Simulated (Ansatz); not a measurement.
The parent structure is BP in the zinc blende structure (space group F-43m, No. 216; a = 4.4905 Å). Axes: x, y, z lie along the cube axes.

Calculations: Ansatz (a program for electronic structure), LDA, PAW, cutoff 420 eV, without spin-orbit coupling.

Base values:

The pressure comes out as -0.01 GPa.

Now apply this change: compressive biaxial strain of 1.50 % in the plane normal to [001], as in epitaxy on a mismatched substrate; the out-of-plane cell vector and the atoms relax.

Task: How does this affect the pressure and ratio −ε⊥/ε∥?

Result: The pressure (mean of the normal stresses, compression positive) rises by 4.25 GPa, from -0.01 GPa to 4.24 GPa; the ratio −ε⊥/ε∥ amounts to 0.47.

No phonon test of stability was made.
